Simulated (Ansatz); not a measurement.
Base system: LaMnO$_{3}$ (space group R-3c, No. 167; ferromagnetic).

```yaml
crystal:
  lattice:
    - [2.75203, 1.58889, 4.39867]
    - [-2.75203, 1.58889, 4.39867]
    - [0.00000, -3.17777, 4.39867]
  atoms:
    - { symbol: La, position: [0.75000, 0.75000, 0.75000] }
    - { symbol: La, position: [0.25000, 0.25000, 0.25000] }
    - { symbol: Mn, position: [0.50000, 0.50000, 0.50000] }
    - { symbol: Mn, position: [0.00000, 0.00000, 0.00000] }
    - { symbol: O, position: [0.30857, 0.75000, 0.19143] }
    - { symbol: O, position: [0.69143, 0.25000, 0.80857] }
    - { symbol: O, position: [0.19143, 0.30857, 0.75000] }
    - { symbol: O, position: [0.80857, 0.69143, 0.25000] }
    - { symbol: O, position: [0.75000, 0.19143, 0.30857] }
    - { symbol: O, position: [0.25000, 0.80857, 0.69143] }
```

Cartesian axes are those of the cell as printed.

Computed with PBEsol (Ansatz, a quantum-chemistry and plane-wave program), spin-orbit coupling left out.

Before the change:

Largest site moment: 2.98 μB
Shortest interatomic distance: 3.702 bohr
Pressure: -0.2 GPa

It is then changed as follows: biaxial strain +1.23 %, plane normal [001], relaxed out of plane (Cartesian); in-plane vectors clamped, the third vector and the atoms free.

Task: What does the calculation give for the largest site moment after the change?

Result: The largest site moment goes up by 0.095 μB (2.98 μB → 3.07 μB).

Task: What happens to the shortest interatomic distance?

Result: The shortest interatomic distance rises by 0.029 bohr, from 3.702 bohr to 3.731 bohr.

Task: Predict the new pressure.

Result: The pressure (mean of the normal stresses, compression positive) drops by 2.2 GPa to -2.4 GPa.

No phonon test of stability was made. No Hubbard U is applied and the magnetic state is the run's own (LaMnO3 ferromagnetic); other magnetic orders, which need larger cells, were not tried and can change the gap. In its common phase, real LaMnO3 is an antiferromagnetic insulator at low temperature.
